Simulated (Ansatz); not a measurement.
Structures of equal composition on the (100) surface of fcc Cu: one row in 4 of the top plane missing; p(2x2), one Cu site of the top plane empty. The slabs share one bottom face, and each structure is named by its start. These are constructed structures in small cells; real faces may alloy, dewet or reconstruct in larger ones, and not all known structures of the face are among them. Slabs of about 9 Å with all that they carry, Fermi-Dirac smearing of 0.1 eV. Bottom of the slabs: a bare face, its two planes held. Relaxed from the named starts with such symmetry as they have, on meshes of like density; energies extrapolated to zero smearing; no spin-orbit coupling, no U. Spin-polarised runs, if any, are marked in brackets, and their order is one that fits the cell; the others ran without spin. The cells differ, so small differences also carry the error of unlike k-meshes.

Calculation: PBE (plane waves to 420 eV, PAW; Ansatz, a quantum-chemistry and plane-wave program).

Rank these by energy per 1x1 cell (lowest first), as PBE gives it.

one row in 4 of the top plane missing (0.00 eV), p(2x2), one Cu site of the top plane empty (0.04 eV)
